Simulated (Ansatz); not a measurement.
**Pt: response to strain**

The parent structure is Pt in the fcc (Cu type) structure (space group Fm-3m, No. 225; relaxed with 0.1 eV smearing).

```
CELL_PARAMETERS angstrom
      0.00000     1.98594     1.98594
      1.98594     0.00000     1.98594
      1.98594     1.98594     0.00000
ATOMIC_POSITIONS crystal
  Pt 0.00000 0.00000 0.00000
```

Strains are applied to the cell and any free atomic positions relax.

Method: PBE (Ansatz, a first-principles code), without spin-orbit coupling, earlier PAW set.

```
isotropic strain (%)  pressure (GPa)
--------------------  --------------
-3.8                            39.2
-2.79                           26.3
0                                0.0
1.26                               ?
4.6                            -22.8
```

Q: Fit P = P₀ − Bδ + Cδ² with δ = (1 + ε)³ − 1 to the rows shown and predict the withheld row.

A: Least squares on the printed values gives P₀ = -0.2 GPa, B = 270 GPa, C = 787 GPa (largest residual 0.6 GPa); this predicts -9.4 GPa, and the run gives -8.4 GPa, 1.0 higher.

Stability against distortions was not tested. All final runs are without spin polarisation. Pt lies near a magnetic instability that expansion can trigger; it was not tested.
